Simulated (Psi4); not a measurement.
Psi4 1.11, TPSS/def2-svp: C[SiH2]C[SiH](F)F, 14 atoms. The geometry is a generated start, not checked to be a minimum at this level.

- task = energy
- method = tpss
- basis = def2-svp
- memory = 3 GB
- maxiter = 100
- keys of the molecule block = symmetry c1
- scf_type = df (default)
- e_convergence = 1e-06 (default)
- d_convergence = 1e-06 (default)
- dft_radial_points = 75 (default)
- dft_spherical_points = 302 (default)
- basis functions = 132
- grid points = 298889

```xyz
14

Si     1.7484     0.8616    -0.4447
F      2.8353     1.9249     0.0677
F      2.6833    -0.3502    -0.9078
C      0.6530     0.2853     0.9666
Si    -0.6535    -1.0292     0.5083
C     -1.9342    -0.2443    -0.6516
H      1.1534     1.4314    -1.6310
H      1.2926    -0.1303     1.7477
H      0.1514     1.1434     1.4128
H     -0.0111    -2.1765    -0.1408
H     -1.3090    -1.4687     1.7496
H     -2.4135     0.6157    -0.1908
H     -2.7147    -0.9545    -0.9049
H     -1.4814     0.0913    -1.5811
```

With the defaults (diis = true, scf_initial_accelerator = adiis, damping_percentage = 0, level_shift = 0, level_shift_cutoff = 0.01, guess = auto, which took SAD, diis_max_vecs = 10, diis_start = 1) it converges in 9 SCF iterations. One run each on 2 threads, with these changes:
- diis_start = 4
- diis_max_vecs = 6
- guess = modhuckel
- guess = gwh
- damping_percentage = 60
- level_shift = 0.5, level_shift_cutoff = 0.001
- guess = sapgau
- guess = sadno
- diis = false, scf_initial_accelerator = none, damping_percentage = 60

Question: Which runs fail or end elsewhere than the default run?

Answer: No convergence: diis = false, scf_initial_accelerator = none, damping_percentage = 60 (the run ends without SCF convergence in 100 iterations). The rest reach the solution of the defaults.

```
setting                                                                SCF iterations             end
---------------------------------------------------------------------  --------------  --------------
the defaults                                                                        9   same solution
level_shift = 0.5, level_shift_cutoff = 0.001                                       9   same solution
guess = sapgau                                                                      9   same solution
diis_max_vecs = 6                                                                   9   same solution
guess = sadno                                                                      10   same solution
guess = modhuckel                                                                  10   same solution
diis_start = 4                                                                     15   same solution
guess = gwh                                                                        15   same solution
damping_percentage = 60                                                            61   same solution
diis = false, scf_initial_accelerator = none, damping_percentage = 60             100  no convergence
```
